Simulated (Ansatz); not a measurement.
GeSiC2 (model structure, started from the AlGaN2 type, P-4m2, No. 115, 4 atoms in the cell), treated with G0W0@PBEsol (plane waves, hard PAW, contour deformation; Ansatz, a first-principles code).

The same calculation (at the PBEsol cell, 11.088 Å³/atom) with different numerical settings; throughout: k mesh 2×2×2:

```tsv
run	response cutoff (eV)	empty bands	quasiparticle gap on the mesh (eV)	quasiparticle gap at Γ (eV)	rough time
1	100	185	1.733	2.123	20 core-s
2	150	340	1.864	2.243	40 core-s
3	200	523	1.926	2.301	80 core-s
4	250	731	1.960	2.331	5 core-min
5	300	961	1.978	2.347	5 core-min
6	400	1480	(withheld)	(withheld)	10 core-min
```

### Question
What belongs in the gaps?

### Answer

- 6, quasiparticle gap on the mesh (eV): 1.999
- 6, quasiparticle gap at Γ (eV): 2.366

In the column quasiparticle gap on the mesh (eV) the first row differs from the last by -0.266 and the next to last by -0.021.

The last row is no converged limit: other settings stay fixed.

Spin–orbit coupling is not included.

Note: filled d or f shells below the valence bands can shift G0W0 gaps through exchange with them, which wasn't tested here.

A model structure was made by putting elements into a prototype or built by hand; it is no filed structure, need not be a known phase, and can be a saddle point held by its symmetry.
